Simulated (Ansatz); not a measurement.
**WC: response to strain**

The reference is WC (space group P-6m2, No. 187; a = 2.913 Å, c = 2.835 Å; relaxed with 0.1 eV smearing). Axes: x lies along a and z along c of the hexagonal cell.

Strains are applied to the cell and any free atomic positions relax.

Calculations: Ansatz (a quantum-chemistry and plane-wave program), r2SCAN, PAW, cutoff 500 eV, no SOC.

Notes on the quantities. energy relative to the base: free energy F; pressure: mean of the normal stresses, compression positive.

| case | energy relative to the base | pressure | volume per atom |
|---|---|---|---|
| base | 0 meV/atom | 0.0 GPa | 10.42 Å³ |
| uniaxial strain ε_zz = +0.50 % | +0.8 meV/atom | -2.2 GPa | 10.47 Å³ |
| uniaxial strain ε_zz = +1.00 % | +3.2 meV/atom | -4.3 GPa | 10.52 Å³ |
| uniaxial strain ε_zz = +1.50 % | +7.1 meV/atom | -6.4 GPa | 10.57 Å³ |
| uniaxial strain ε_zz = +2.00 % | +12 meV/atom | -8.4 GPa | 10.62 Å³ |
| uniaxial strain ε_zz = +2.50 % | +19 meV/atom | -10.3 GPa | 10.68 Å³ |
| uniaxial strain ε_zz = +3.00 % | +27 meV/atom | -12.2 GPa | 10.73 Å³ |

Stability against distortions was not tested. All final runs are without spin polarisation.
